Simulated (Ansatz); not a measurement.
We consider Si (I4/mmm, No. 139, 4 atoms in the cell; start mp-999200; another form than the element's usual one), described by r²SCAN (plane waves, PAW; Ansatz, an electronic-structure program).

Run with plane-wave cutoff 600 eV, 10×10×10 k mesh, scalar-relativistic PAW data made under PBE.

Computed at the level's own relaxed cell.

Elastic tensor (GPa, Voigt notation, ions relaxed):

```
  152.1    59.1    44.7     0.0     0.0     0.0
   59.1   152.1    44.7     0.0     0.0     0.0
   44.7    44.7   199.9     0.0     0.0     0.0
    0.0     0.0     0.0    55.2     0.0     0.0
    0.0     0.0     0.0     0.0    55.2     0.0
    0.0     0.0     0.0     0.0     0.0    33.0
```

Question: Work out the Voigt, Reuss and Hill averages of the bulk and shear moduli, Young's modulus and Poisson's ratio from the printed constants.

Answer: K_V = [C11 + C22 + C33 + 2(C12 + C13 + C23)]/9 = [504.1 + 2 × 148.5]/9 = 89.0 GPa. G_V = [504.1 − 148.5 + 3 × 143.4]/15 = 52.4 GPa. From the compliances S = C⁻¹, K_R = 88.4 and G_R = 49.0 GPa. Hill means: K = 88.7, G = 50.7 GPa. E = 9KG/(3K + G) = 128 GPa, ν = (3K − 2G)/(6K + 2G) = 0.26, K/G = 1.75.

Note: the relaxation could not lower the start's symmetry, so the cell can be a saddle point above a distorted one.

Computed values are for the static lattice.

A start named mp-… is a Materials Project structure, which need not be a measured phase.
